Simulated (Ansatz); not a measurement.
Inside the gap of an insulator the Bloch states are evanescent, with a wavenumber k + iκ along the transport direction.

```yaml
crystal:
  lattice:
    - [4.64161, 0.00000, 0.00000]
    - [-2.32081, 4.01975, 0.00000]
    - [2.32081, -1.33992, 3.78986]
  atoms:
    - { symbol: Cd, position: [0.00000, 0.00000, 0.00000] }
    - { symbol: Te, position: [0.25000, 0.75000, 0.25000] }
```

The cell is taken as given.

Transport runs along the normal of the first two printed cell vectors, the (111) plane of the conventional cell.

The gap is the functional's own. No spin-orbit coupling. Mid-gap values are those at the computed energy nearest the middle.

Problem. State the band gap and the smallest decay constant κ at mid-gap according to Ansatz (a quantum-chemistry and plane-wave program) with r2SCAN.

Solution. Gap 1.16 eV on a 8×8×8 mesh; κ = 0.079 1/Å, at the zone centre.
